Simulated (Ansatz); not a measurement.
**HfN: isotropic strain +0.50 %**

Base system: HfN in the rock salt structure (space group Fm-3m, No. 225; a = 4.468 Å; relaxed with 0.1 eV smearing).

It is then changed as follows: every lattice vector is stretched by 0.50 %, atoms relaxed at fixed cell.

Level of theory: LDA (Ansatz, a program for electronic structure; PAW; 420 eV plane waves; no spin-orbit coupling). Γ-centred 22×22×22 mesh, Fermi–Dirac width 0.1 eV.

The volume per atom grows by 0.17 Å³ to 11.32 Å³ and the energy increases by 2.3 meV/atom. The pressure goes from zero to -4.4 GPa and the band gap remains zero.

No phonon test of stability was made. All final runs are without spin polarisation. An odd electron count without spin: HfN.
